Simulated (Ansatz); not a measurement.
## Fermi-surface data of MoRu (P-6m2)

Consider the following.

```
MoRu
1.0
    2.73744     0.00000     0.00000
   -1.36872     2.37069     0.00000
    0.00000     0.00000     4.40440
Mo Ru
1 1
Direct
  0.66667   0.33333   0.00000
  0.33333   0.66667   0.50000
```

The numbers are results of r2SCAN, rigid bands (plane waves, PAW, scalar-relativistic; Ansatz, a first-principles code), not measurements. Condition of this run: functional r2SCAN on the same cell. Geometry: cell and atoms relaxed with PBEsol.

```
Item                                                                   Result
------------------------------------  ---------------------------------------
density of states at the Fermi level        1.59 states/(eV·cell), both spins
bare Sommerfeld coefficient                         1.87 mJ/(mol of atoms·K²)
Drude plasma energy                              7.8 (x), 7.8 (y), 6.7 (z) eV
root-mean-square Fermi velocity                                     6.2e5 m/s
resistivity times τ                   8.1 (x), 8.1 (y), 10.9 (z) ×10⁻²² Ω·m·s
```

A metal at this level (no band gap); rigid bands, thermally averaged at 300 K, both spins. Spin-orbit coupling is left out. τ is one relaxation time for all states.

Computed structure with no diffraction record at hand here (it may be known, metastable or hypothetical): MoRu (P-6m2).
